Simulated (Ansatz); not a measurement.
Start from La (space group P6_3/mmc, No. 194; a = 3.786 Å, c = 12.033 Å).

Method: Kohn–Sham DFT with the r2SCAN functional, run in Ansatz (a first-principles code) with PAW and 500 eV plane waves, no spin-orbit coupling.

One change was made to it. Results:

```
quantity                base    after
-------------------  -------  -------
lattice parameter a  3.786 Å  4.302 Å
c/a ratio              3.179    3.301
```

### Question
Which of these changes matches the shifts?
A) La → Sr
B) La → Ca
C) La → Cs
D) La → Ba

### Answer
A, La → Sr. For comparison, the lattice parameter a in the other runs: La → Cs gives 5.621 Å; La → Ca gives 3.934 Å; La → Ba gives 4.550 Å.

Whether these cells are dynamically stable was not tested. As relaxed here, Ba is a hypothetical phase, not in the database extracts checked. For Cs in this form, whether it has been made was not checked. This is not the structure that Sr has at room temperature and ambient pressure. This is not the structure that Cs has at room temperature and ambient pressure. This is not the structure that Ca has at room temperature and ambient pressure.
